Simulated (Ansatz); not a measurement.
The reference is MoSi2 (space group I4/mmm, No. 139; a = 3.190 Å, c = 7.822 Å; relaxed with 0.1 eV smearing). Axes: x, y, z lie along a, b, c of the conventional cell.

Calculations: PBEsol, PAW, 420 eV (Ansatz, a first-principles code; without spin-orbit coupling).

Perturbation: a pure shear with ε_xz = ε_zx = 0.0086, atoms relaxed at fixed cell.

Task: What happens to the energy relative to the base and stress?

Result: The energy rises by 2.5 meV/atom; the stress (xx, yy, zz, yz, xz, xy; compression positive) is (0.1, 0.1, 0.0, 0.0, -3.5, 0.0) GPa.

The cells carry an imposed strain or load. Whether these cells are dynamically stable was not tested. The final runs are not spin-polarised.
